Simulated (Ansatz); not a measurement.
Results of PBEsol (Ansatz, a program for electronic structure, plane waves, PAW) for Ga₂AsP (R3m, No. 160, 4 atoms in the cell; start mp-1224789).

Settings: plane-wave cutoff 500 eV, 12×12×12 k mesh, gaussian smearing 0.02 eV, scalar-relativistic PAW data made under PBE.

Cell (relaxed at this level):

```cif
data_AsGa2P
_chemical_formula_sum 'Ga2 P1 As1'
_space_group_name_H-M_alt 'P 1'
_space_group_IT_number 1
_cell_length_a 6.79745
_cell_length_b 6.79745
_cell_length_c 6.79745
_cell_angle_alpha 33.536
_cell_angle_beta 33.536
_cell_angle_gamma 33.536
loop_
_space_group_symop_operation_xyz
  'x, y, z'
loop_
_atom_site_label
_atom_site_type_symbol
_atom_site_fract_x
_atom_site_fract_y
_atom_site_fract_z
_atom_site_occupancy
Ga1 Ga 0.99751 0.99751 0.99751 1
Ga2 Ga 0.50258 0.50258 0.50258 1
P1 P 0.62511 0.62511 0.62511 1
As1 As 0.12481 0.12481 0.12481 1
```

**Question.** What does this level give for the band gap?

**Answer.** 
band gap: 0.96 eV (on the SCF k mesh)

Note: the relaxation could not lower the start's symmetry, so the cell can be a saddle point above a distorted one.

Spin–orbit coupling is not included.

Static lattice: no zero-point or thermal effects.

It cost very roughly 6 core-minutes of CPU time.

A start named mp-… is a Materials Project structure, which need not be a measured phase.
